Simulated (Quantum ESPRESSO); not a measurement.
A user runs Quantum ESPRESSO on Al2Cu (I4/mcm, 6 atoms in the cell) and asks whether the run is sound. The aim is a self-consistent single point with DFT, PBE, plane waves, PSlibrary PAW (PBE) pseudopotentials.

Cell that was meant: a = 4.7697 Å, b = 4.7697 Å, c = 4.7697 Å, α = 121.14°, β = 76.03°, γ = 76.03°.

Part of the input:

```fortran
 occupations = 'smearing'
 smearing = 'gaussian'
 degauss = 0.0073499
 nbnd = 17
/
&electrons
 conv_thr = 1e-10
```

Output, abridged:

```
     file Al.pbe-n-kjpaw_psl.1.0.0.UPF: wavefunction(s)  3S 3P renormalized
   [... lines left out ...]
        k(    1) = (   0.0000000   0.0000000   0.0000000), wk =   0.0092593
        k(    2) = (  -0.1666667   0.0000000   0.2088893), wk =   0.0740741
        k(    3) = (  -0.3333333   0.0000000   0.4177786), wk =   0.0740741
   [... 27 lines left out ...]

     Dense  grid:    47857 G-vectors     FFT dimensions: (  50,  50,  50)

     Smooth grid:    26079 G-vectors     FFT dimensions: (  45,  48,  48)

     Initial potential from superposition of free atoms

     starting charge      33.9907, renormalised to      34.0000
     Self-consistent Calculation

     iteration #  1     ecut=    50.00 Ry     beta= 0.70

     total energy              =    -583.94887537 Ry
     estimated scf accuracy    <       0.35924298 Ry

     iteration #  2     ecut=    50.00 Ry     beta= 0.70

     total energy              =    -583.97972410 Ry
     estimated scf accuracy    <       1.68457152 Ry

     iteration #  3     ecut=    50.00 Ry     beta= 0.70

     total energy              =    -584.16525625 Ry
     estimated scf accuracy    <       0.04578837 Ry

   [... 22 blocks of this kind left out ...]

     iteration # 26     ecut=    50.00 Ry     beta= 0.70
     c_bands:  1 eigenvalues not converged

     total energy              =    -584.20627724 Ry
     estimated scf accuracy    <          2.6E-10 Ry

     iteration # 27     ecut=    50.00 Ry     beta= 0.70
     End of self-consistent calculation

     the Fermi energy is    13.7465 ev

!    total energy              =    -584.20627724 Ry
     estimated scf accuracy    <          8.1E-11 Ry
     smearing contrib. (-TS)   =      -0.00000000 Ry
     internal energy E=F+TS    =    -584.20627724 Ry

     convergence has been achieved in  27 iterations

     Forces acting on atoms (cartesian axes, Ry/au):

     atom    1 type  1   force =    -0.00038407   -0.00038407    0.00000000
     atom    2 type  1   force =     0.00038407    0.00038407    0.00000000
     atom    3 type  1   force =     0.00038407   -0.00038407    0.00000000
     atom    4 type  1   force =    -0.00038407    0.00038407    0.00000000
   [... lines left out ...]

     Total force =     0.001086     Total SCF correction =     0.000004

          total   stress  (Ry/bohr**3)                   (kbar)     P=      125.04
   0.00084993   0.00000000  -0.00000000          125.03        0.00       -0.00
   0.00000000   0.00084993   0.00000000            0.00      125.03        0.00
  -0.00000000   0.00000000   0.00085022           -0.00        0.00      125.07

   JOB DONE.
```

**Question.** Is anything amiss in this input, and did it matter?

**Answer.** The run is not sound. The fault is too few bands. Each band holds two electrons without spin (one with spinors), and smearing needs some empty bands above the Fermi level. To fix it, raise the band count or leave it to the default. The run converged in 27 iterations without an error; against the sound input the free energy goes up by 110 meV/atom, the pressure goes from 12.29 to 12.50 GPa and the largest force goes from 0.099 to 0.014 eV/Å. The full log also holds: “c_bands:  2 eigenvalues not converged”.

The sound input it was made from differs as follows (other fixes are possible):
```diff
- nbnd = 17
```

With that input, the run converged in 13 iterations: free energy E − TS -7949.1901 eV; Fermi level (on the code's own zero) 10.55 eV; pressure 12.29 GPa; largest force (vector length) 0.099 eV/Å (DFT, PBE, plane waves, PSlibrary PAW (PBE) pseudopotentials).

On the sound input: the starting cell comes from a database of computed structures (which also holds hypothetical and non-ambient phases and stackings), without a prior relaxation at this level. Its lattice was rescaled by a random factor within 2.5 % of one. Spin polarisation is off. With a pressure of about 12 GPa the cell is away from its equilibrium volume at this level.
